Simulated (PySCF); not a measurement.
PySCF 2.14.0, PBE/def2-svpd, df: Ga(F)(Me)(OH) ([CH3][Ga]([OH])[F]), 8 atoms. The geometry is a generated start, not checked to be a minimum at this level.

- task: energy
- method: pbe
- basis: def2-svpd
- two-electron scheme: density fitting
- mol.max_memory: 3000 MB
- mf.max_cycle: 100
- mf.init_guess: minao (default)
- mf.DIIS: CDIIS (default)
- mf.conv_tol: 1e-09 (default)
- mf.grids.level: 3 (default)
- basis functions: 136
- grid points: 102600

```xyz
8

Ga    -0.1681    -0.5757     0.3124
F     -1.5255    -1.7134     0.3537
C     -0.1567     1.0908    -0.8208
H      0.5403     0.9486    -1.6439
H      0.1779     1.9224    -0.2046
H     -1.1583     1.2751    -1.2058
O      1.1386    -1.0680     1.3509
H      1.1517    -1.8797     1.8581
```

One run each on 2 threads, 1 BLAS thread. Values of diis_space tried: 3, 5, 8 (default), 12, 20.

Q: Which value of diis_space needs the fewest Fock builds, and what happens away from it?

A: Fewest Fock builds, within one of each other: 8 (default) with 14, 12 with 13, 20 with 13. The count rises to 21 at 3. All converge to one solution.

```
diis_space   Fock builds            end
-----------  -----------  -------------
3                     21  same solution
5                     15  same solution
8 (default)           14  same solution
12                    13  same solution
20                    13  same solution
```
